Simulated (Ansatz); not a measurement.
# PbS (Pnma, No. 62, 8 atoms in the cell; start mp-1078500; a measured phase of this formula has another space group)

Calculation: r²SCAN+rVV10 in Ansatz (plane waves, PAW).

Numerical settings: plane-wave cutoff 560 eV, 4×8×8 k mesh (along the axes of the cell as run), Fermi–Dirac smearing 0.01 eV, scalar-relativistic PAW data made under PBE.

Cell (relaxed at this level):

```
CELL_PARAMETERS angstrom
     11.77803     0.00000     0.00000
      0.00000     4.20138     0.00000
      0.00000     0.00000     4.23686
ATOMIC_POSITIONS crystal
  Pb 0.87459 0.25000 0.13838
  Pb 0.12541 0.75000 0.86162
  Pb 0.62541 0.75000 0.63838
  Pb 0.37459 0.25000 0.36162
  S  0.64330 0.25000 0.08077
  S  0.35670 0.75000 0.91923
  S  0.85670 0.75000 0.58077
  S  0.14330 0.25000 0.41923
```

```json
{
 "band_gap": "1.47 eV (on the SCF k mesh)",
 "direct gap at Γ": "2.17 eV"
}
```

Note: the relaxation could not lower the start's symmetry, so the cell can be a saddle point above a distorted one.

Spin–orbit coupling is not included; with these elements it can move the gap by several tenths of an eV or more.

Static lattice: no zero-point or thermal effects.

The result took about 18 core-minutes (a rough figure).

A start named mp-… is a Materials Project structure, which need not be a measured phase.

Ansatz is a program for electronic structure.
